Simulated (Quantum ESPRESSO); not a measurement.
The steps of a band-structure calculation for BaTiO3 (P4mm, 5 atoms in the cell) with Quantum ESPRESSO.

Level of theory: PBE, GBRV 1.5 ultrasoft (PBE) pseudopotentials (plane waves; Quantum ESPRESSO).

Step 1 (scf):

```fortran
&CONTROL
 calculation = 'scf'
 prefix = 'batio3'
 outdir = './work'
 pseudo_dir = './'
 tprnfor = .true.
 tstress = .true.
/
&SYSTEM
 ibrav = 0
 nat = 5
 ntyp = 3
 ecutwfc = 50
 ecutrho = 400
 occupations = 'fixed'
 nbnd = 32
/
&ELECTRONS
 conv_thr = 1e-10
 mixing_beta = 0.7
/
ATOMIC_SPECIES
Ba   137.3270  ba_pbe_v1.uspp.F.UPF
Ti    47.8670  ti_pbe_v1.4.uspp.F.UPF
O     15.9990  o_pbe_v1.2.uspp.F.UPF
CELL_PARAMETERS {angstrom}
   3.9177550000     0.0000000000     0.0000000000
   0.0000000000     3.9177550000     0.0000000000
   0.0000000000     0.0000000000     4.0279920000
ATOMIC_POSITIONS {crystal}
Ba    0.5000000000    0.5000000000    0.5825400000
Ti    0.0000000000    0.0000000000    0.1000400000
O     0.0000000000    0.5000000000    0.0642200000
O     0.5000000000    0.0000000000    0.0642200000
O     0.0000000000    0.0000000000    0.5489700000
K_POINTS {automatic}
7 7 7  0 0 0
```

Step 2 (bands):

```fortran
&CONTROL
 calculation = 'bands'
 prefix = 'batio3'
 outdir = './work'
 pseudo_dir = './'
 verbosity = 'high'
/
&SYSTEM
 ibrav = 0
 nat = 5
 ntyp = 3
 ecutwfc = 50
 ecutrho = 400
 occupations = 'fixed'
 nbnd = 32
/
&ELECTRONS
 conv_thr = 1e-10
 startingwfc = 'random'
 diago_thr_init = 1.0d-6
 diagonalization = 'cg'
/
ATOMIC_SPECIES
Ba   137.3270  ba_pbe_v1.uspp.F.UPF
Ti    47.8670  ti_pbe_v1.4.uspp.F.UPF
O     15.9990  o_pbe_v1.2.uspp.F.UPF
CELL_PARAMETERS {angstrom}
   3.9177550000     0.0000000000     0.0000000000
   0.0000000000     3.9177550000     0.0000000000
   0.0000000000     0.0000000000     4.0279920000
ATOMIC_POSITIONS {crystal}
Ba    0.5000000000    0.5000000000    0.5825400000
Ti    0.0000000000    0.0000000000    0.1000400000
O     0.0000000000    0.5000000000    0.0642200000
O     0.5000000000    0.0000000000    0.0642200000
O     0.0000000000    0.0000000000    0.5489700000
K_POINTS {crystal_b}
12
  0.00000000   0.00000000   0.00000000   8  ! G
  0.00000000   0.50000000   0.00000000   8  ! X
  0.50000000   0.50000000   0.00000000  11  ! M
  0.00000000   0.00000000   0.00000000   8  ! G
  0.00000000   0.00000000   0.50000000   8  ! Z
  0.00000000   0.50000000   0.50000000   8  ! R
  0.50000000   0.50000000   0.50000000  11  ! A
  0.00000000   0.00000000   0.50000000   1  ! Z
  0.00000000   0.50000000   0.00000000   8  ! X
  0.00000000   0.50000000   0.50000000   1  ! R
  0.50000000   0.50000000   0.00000000   8  ! M
  0.50000000   0.50000000   0.50000000   1  ! A
```

Step 3 (bands.x):

```fortran
&BANDS
 prefix = 'batio3'
 outdir = './work'
 filband = 'bands.dat'
 lsym = .false.
/
```

Output of bands (abridged):

```
     Atomic positions and unit cell read from directory:
     ./work/batio3.save/

     Message from routine setup:
     using ibrav=0 with symmetry is DISCOURAGED, use correct ibrav instead
     G-vector sticks info
     --------------------
     sticks:   dense  smooth     PW     G-vecs:    dense   smooth      PW
     Sum        1749     877    261                56373    19887    3319

     bravais-lattice index     =            0
   [... lines left out ...]
     unit-cell volume          =     417.2148 (a.u.)^3
   [... lines left out ...]
        k(    3) = (   0.0000000   0.1250000   0.0000000), wk =   0.0246914
   [... 78 lines left out ...]

     Dense  grid:    56373 G-vectors     FFT dimensions: (  48,  48,  50)

     Smooth grid:    19887 G-vectors     FFT dimensions: (  36,  36,  36)

     The potential is recalculated from file :
     ./work/batio3.save/charge-density

     negative rho (up, down):  8.661E-02 0.000E+00

     Band Structure Calculation
     CG style diagonalization

     ethr =  1.00E-06,  avg # of iterations = 28.9

     End of band structure calculation

          k = 0.0000 0.0000 0.0000 (  2509 PWs)   bands (ev):

   -45.2625 -21.6155 -21.5172 -21.5172 -13.6915  -5.9720  -5.3649  -5.2719
     1.0724   1.1312   1.1312   8.6464   8.7178   8.7178   9.4856   9.4856
     9.7197  10.5074  10.6430  10.6430  12.9970  13.4389  13.4389  15.5062
    15.6366  15.9272  16.2805  18.7507  19.7403  19.7403  19.8420  22.3528

          k = 0.0000 0.0625 0.0000 (  2509 PWs)   bands (ev):

   -45.2625 -21.6153 -21.5192 -21.5178 -13.6857  -5.9744  -5.3627  -5.2693
     1.0793   1.1389   1.1485   8.6197   8.6583   8.7083   9.4138   9.4481
     9.7077  10.4187  10.5942  10.6447  13.0871  13.4438  13.4554  15.5760
    15.6943  16.0081  16.3597  18.8491  19.7260  19.7850  19.8894  22.3513

   [... 79 blocks of this kind left out ...]
```

Output of bands.x (abridged):

```
     Reading xml data from directory:

     ./work/batio3.save/

     G-vector sticks info
     --------------------
     sticks:   dense  smooth     PW     G-vecs:    dense   smooth      PW
     Sum        1749     877    261                56373    19887    3319

     negative rho (up, down):  8.661E-02 0.000E+00
     Reading collected, re-writing distributed wavefunctions
     high-symmetry point:  0.0000 0.0000 0.0000   x coordinate   0.0000
     high-symmetry point:  0.0000 0.5000 0.0000   x coordinate   0.5000
     high-symmetry point:  0.5000 0.5000 0.0000   x coordinate   1.0000
     high-symmetry point:  0.0000 0.0000 0.0000   x coordinate   1.7071
     high-symmetry point:  0.0000 0.0000 0.4863   x coordinate   2.1934
     high-symmetry point:  0.0000 0.5000 0.4863   x coordinate   2.6934
     high-symmetry point:  0.5000 0.5000 0.4863   x coordinate   3.1934
     high-symmetry point:  0.0000 0.0000 0.4863   x coordinate   3.9005
     high-symmetry point:  0.0000 0.5000 0.0000   x coordinate   3.9005
     high-symmetry point:  0.0000 0.5000 0.4863   x coordinate   4.3868
     high-symmetry point:  0.5000 0.5000 0.0000   x coordinate   4.3868
     high-symmetry point:  0.5000 0.5000 0.4863   x coordinate   4.8732

     Plottable bands (eV) written to file bands.dat.gnu
     Bands written to file bands.dat

   JOB DONE.
```

The gap along the path is 1.94 eV.

The starting cell comes from a database of computed structures (which also holds hypothetical and non-ambient phases and stackings), without a prior relaxation at this level. Its lattice was rescaled by a random factor within 2.5 % of one.
